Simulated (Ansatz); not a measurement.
## InPd2 under a change: pressure 1.5 GPa

The reference is InPd$_{2}$ (space group Pnma, No. 62; a = 5.627 Å, b = 4.179 Å, c = 8.249 Å; a cell from a computed database, its experimental status unchecked).

It is then changed as follows: a hydrostatic pressure of 1.5 GPa.

Method: PBEsol (Ansatz, an electronic-structure program; PAW; 420 eV plane waves; no SOC). Settings: 7×9×5 k-points, 0.05 eV Fermi–Dirac smearing.

- Volume per atom = 16.02 Å³ (base 16.17 Å³)
- Density = 11.32 g/cm³ (base 11.22 g/cm³)
- Shortest interatomic distance = 2.697 Å (base 2.704 Å)
- Enthalpy H = E + PV relative to the base's energy = +0.15 eV/atom
- Band gap = zero (base zero)

Final structure:

```yaml
crystal:
  lattice:
    - [5.60758, 0.00000, 0.00000]
    - [0.00000, 4.16644, 0.00000]
    - [0.00000, 0.00000, 8.22623]
  atoms:
    - { symbol: In, position: [0.82734, 0.25000, 0.59916] }
    - { symbol: In, position: [0.17266, 0.75000, 0.40084] }
    - { symbol: In, position: [0.67266, 0.75000, 0.09916] }
    - { symbol: In, position: [0.32734, 0.25000, 0.90084] }
    - { symbol: Pd, position: [0.92647, 0.25000, 0.26769] }
    - { symbol: Pd, position: [0.07353, 0.75000, 0.73231] }
    - { symbol: Pd, position: [0.57353, 0.75000, 0.76769] }
    - { symbol: Pd, position: [0.42647, 0.25000, 0.23231] }
    - { symbol: Pd, position: [0.65403, 0.75000, 0.42675] }
    - { symbol: Pd, position: [0.34597, 0.25000, 0.57325] }
    - { symbol: Pd, position: [0.84597, 0.25000, 0.92675] }
    - { symbol: Pd, position: [0.15403, 0.75000, 0.07325] }
```

Cost of the whole job for the changed cell (relaxation, final SCF and bands): very roughly 8 core-minutes.

Load acts through the strain it causes; cell and atoms are relaxed under it. Whether these cells are dynamically stable was not tested. The final runs are not spin-polarised.
